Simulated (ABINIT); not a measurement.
Converging the plane-wave cutoff: Ta2H (P2, 3 atoms in the cell)

```
CELL_PARAMETERS angstrom
      1.72910    -2.38333     0.00000
      1.72910     2.38333     0.00000
      0.00000     0.00000     4.78236
ATOMIC_POSITIONS crystal
  Ta 0.00000 0.50000 0.27503
  Ta 0.50000 0.00000 0.73543
  H  0.00000 0.00000 0.00000
```

Level of theory: LDA (PW92), norm-conserving pseudopotentials (PseudoDojo nc-sr-04 LDA standard) (plane waves; ABINIT).

Base settings: pseudos = [Ta.upf, H.upf]; ecut = 37 Ha; ixc = 7; occopt = 3; tsmear = 0.1 eV; ngkpt = 4 4 3; nshiftk = 1; shiftk = 0 0 0; potentials = PseudoDojo nc-sr-04 LDA standard; nband = 19.

The mesh stays at the base's, so the ladder's end is converged at best in this setting alone.

Only quantities that move along the ladder and can be compared are tabulated.

The count of work is k-points × plane waves × bands × iterations; it is no time. 

The starting cell comes from a database of computed structures (which also holds hypothetical and non-ambient phases and stackings), without a prior relaxation at this level. Its lattice was rescaled by up to half a per cent. One atom was moved a little off its site on purpose. Spin polarisation is off. In the base run, with a pressure of about -12 GPa the cell is away from its equilibrium volume at this level. Without a gap this mesh is coarse (it stands for a supercell whose shortest vector is 12 Å).

Steps (ecut): 13 Ha; 15 Ha; 17 Ha; 18 Ha; 20 Ha; 22 Ha; 26 Ha; 30 Ha; 33 Ha; 37 Ha; 41 Ha; 44 Ha; 50 Ha; 56 Ha; 74 Ha; 89 Ha.

Problem. What is the coarsest ecut that holds the free energy within 0.5 meV/atom of the last step, with all finer ones?

Solution. 50 Ha, at 0.39 of the last step's count of work; the step before is off by 0.64 meV/atom.

Problem. What is the coarsest ecut that holds the pressure within 0.05 GPa of the last step, with all finer ones?

Solution. 33 Ha, at 0.21 of the last step's count of work; the step before is off by 0.05 GPa.

Problem. What is the coarsest ecut that holds the forces within 0.005 eV/Å of the last step, with all finer ones?

Solution. 22 Ha, at 0.11 of the last step's count of work; the step before is off by 0.011 eV/Å.

| ecut | free energy less the last step's (meV/atom) | pressure (GPa) | largest difference of a force vector from the last step's (eV/Å) | count of work / last |
|---|---|---|---|---|
| 13 Ha | 1340.19 | -55.77 | 0.035 | 0.046 |
| 15 Ha | 686.65 | -41.23 | 0.023 | 0.057 |
| 17 Ha | 326.60 | -29.92 | 0.026 | 0.077 |
| 18 Ha | 219.29 | -25.56 | 0.026 | 0.083 |
| 20 Ha | 87.50 | -18.89 | 0.011 | 0.098 |
| 22 Ha | 32.78 | -15.19 | 0.002 | 0.11 |
| 26 Ha | 4.75 | -12.57 | 0.001 | 0.13 |
| 30 Ha | 1.87 | -12.26 | 0.001 | 0.18 |
| 33 Ha | 1.25 | -12.24 | 0.000 | 0.21 |
| 37 Ha | 0.81 | -12.21 | 0.000 | 0.24 |
| 41 Ha | 0.70 | -12.20 | 0.000 | 0.29 |
| 44 Ha | 0.64 | -12.21 | 0.000 | 0.32 |
| 50 Ha | 0.46 | -12.21 | 0.000 | 0.39 |
| 56 Ha | 0.35 | -12.21 | 0.000 | 0.45 |
| 74 Ha | 0.04 | -12.21 | 0.000 | 0.69 |
| 89 Ha | 0.00 | -12.20 | 0.000 | 1.0 |

At the lowest cutoff the pressure lies 43.6 GPa under the last step's, the usual sign of Pulay stress in an incomplete plane-wave basis.
